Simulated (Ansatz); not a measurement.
Structures of equal composition on the (111) surface of fcc Cu: a layer of Ge in place of the second plane; a layer of Ge in place of the third plane. The slabs share one bottom face, and each structure is named by its start. These are constructed structures in small cells; real faces may alloy, dewet or reconstruct in larger ones, and not all known structures of the face are among them. Slabs of about 11 Å, Fermi-Dirac smearing of 0.1 eV. Bottom of the slabs: a bare face, its two planes held. Relaxed from the named starts with such symmetry as they have, on meshes of like density; energies extrapolated to zero smearing; spin only where a row says so; no spin-orbit coupling, no U. Brackets mark spin-polarised runs, whose order is one that fits the cell.

Level of theory: PBE (plane waves to 420 eV, PAW; Ansatz, an electronic-structure program).

Question: Order them by energy per 1x1 cell (lowest first) at the level PBE.

Answer: a layer of Ge in place of the second plane (0.000 eV), a layer of Ge in place of the third plane (0.065 eV)
